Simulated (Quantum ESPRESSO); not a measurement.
## Pressure against volume in rock-salt ZrC (space group 225) (Quantum ESPRESSO, LDA)

```xyz
2
Lattice="0.0000 2.2586 2.2586 2.2586 0.0000 2.2586 2.2586 2.2586 0.0000" Properties=species:S:1:pos:R:3 pbc="T T T"
Zr     0.0000     0.0000     0.0000
C      2.2586     2.2586     2.2586
```

Method of the run: LDA (PZ), GBRV 1.5 ultrasoft (LDA) pseudopotentials (plane waves; Quantum ESPRESSO). Settings: ecutwfc = 52 Ry; ecutrho = 416 Ry; occupations = smearing; smearing = fd; degauss = 0.0036749 Ry; potentials = {Zr: zr_lda_v1.uspp.F.UPF, C: c_lda_v1.2.uspp.F.UPF}; K_POINTS = automatic 22 22 22 0 0 0; conv_thr = 1e-10 Ry; mixing_beta = 0.3. The cell above is the first row's. The rows scale it uniformly. In all rows fractional positions and the k mesh are held.

| V (Å^3/atom) | P (GPa) |
|---|---|
| 11.522 | 23.72 |
| 11.772 | 16.75 |
| 12.023 | 10.45 |
| 12.273 | 4.76 |
| 12.524 | -0.39 |
| 12.774 | -5.05 |
| 13.025 | -9.27 |
| 13.275 | -13.08 |
| 13.526 | ? |

The 8 complete rows are fitted with a cubic, P against V. With u = V - 12.4, the rows have u = -0.8780, -0.6280, -0.3770, -0.1270, 0.1240, 0.3740, 0.6250, 0.8750. Least squares gives P = 2.083 - 20.5301·u + 4.1646·u² - 0.5844·u³. Residuals (row less fit): 0.006, -0.013, 0.004, 0.001, 0.010, -0.007, -0.006, 0.004; standard error 0.010 (degrees of freedom: 4). The fitted pressure is zero at V0 = 12.50, where dP/dV = -19.69, so B0 = -V0·dP/dV = 246 GPa.

Problem. Predict the withheld P at V = 13.526 from the fit, and compare with the calculation.

Solution. u = 1.1260, so P = 2.083 - 20.5301 × 1.1260 + 4.1646 × 1.1260² - 0.5844 × 1.1260³ = -16.588 GPa. The calculation gives -16.52 GPa, 0.068 GPa above the prediction (0.2 % of the range of P in the table). The row lies outside the fitted rows, so this is an extrapolation. From the scatter of the fitted rows alone, a prediction at this place has a standard error of 0.027 GPa, so the miss is 2.5 times that.

Carrying the step between the two nearest rows on in a straight line would have given -16.91, off by 0.39; series whose last step already gives the withheld value aren't shown. The scan was laid around a cell of about the measured size, scaled by a guess for this functional. The runs keep the symmetry of the cell, so they don't test it for distortions. Cutoffs and mesh are single choices, not tested for convergence of this quantity. Series with a scatter that would blur these digits, or in which a gap closes, are not shown.
